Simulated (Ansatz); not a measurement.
Ti₃Al, treated with r²SCAN (Ansatz, an electronic-structure program, PAW).

Run with plane-wave cutoff 600 eV, 12×12×12 k mesh, Fermi–Dirac smearing 0.05 eV, no spin polarisation, scalar-relativistic PAW data made under PBE.

Starting structure:

```
AlTi3
1.0
    5.76803     0.00000     0.00000
   -2.88402     4.99526     0.00000
    0.00000     0.00000     4.64241
Al Ti
2 6
Cartesian
  0.00000   3.33017   1.16060
  2.88402   1.66509   3.48181
  2.88402   3.32684   1.16060
 -1.43912   4.16105   3.48181
  1.44490   0.83421   1.16060
  0.00000   1.66842   3.48181
  4.32313   0.83421   1.16060
  1.43912   4.16105   3.48181
```

Into what structure does the relaxation of cell and atoms lead at this level, with the symmetry of the start kept?

The volume falls by 0.9 %; final space group P6_3/mmc.
```
AlTi3
1.0
    5.74762     0.00000     0.00000
   -2.87381     4.97758     0.00000
    0.00000     0.00000     4.63137
Al Ti
2 6
Direct
  0.33333   0.66667   0.25000
  0.66667   0.33333   0.75000
  0.82983   0.65966   0.25000
  0.17017   0.82983   0.75000
  0.34034   0.17017   0.25000
  0.17017   0.34034   0.75000
  0.82983   0.17017   0.25000
  0.65966   0.82983   0.75000
```
